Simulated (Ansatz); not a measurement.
The starting structures come from a database of crystals and need not be the phases stable at ambient conditions.

 Where the default PAW files enter, the runs use the earlier of Ansatz's two default sets.

Inside the gap of an insulator the Bloch states are evanescent, with a wavenumber k + iκ along the transport direction.

Input:

```
RuSr2H6
1.0
    5.37383     0.00000     0.00000
    0.00000     7.59974     0.00000
    2.68691     3.79987     2.68691
Sr H Ru
2 6 1
Direct
  0.50000   0.75000   0.00000
  0.50000   0.25000   0.00000
  0.00000   0.22592   0.00000
  0.00000   0.77408   0.00000
  0.00000   0.22592   0.54816
  0.00000   0.77408   0.45184
  0.45184   0.22592   0.54816
  0.54816   0.77408   0.45184
  0.00000   0.00000   0.00000
```

Space group of this cell: Fm-3m. The cell is taken as given; by PBEsol its mean pressure is -1.6 GPa.

Transport runs along the normal of the first two printed cell vectors, the (110) plane of the conventional cell.

The gap is the functional's own. No spin-orbit coupling. Mid-gap values are interpolated on the energy grid.

Q: Predict the band gap and the smallest decay constant κ at mid-gap from PBEsol (Ansatz, a program for electronic structure).

A: Gap 2.12 eV on a 12×12×12 mesh; κ = 0.341 1/Å, at the zone centre.
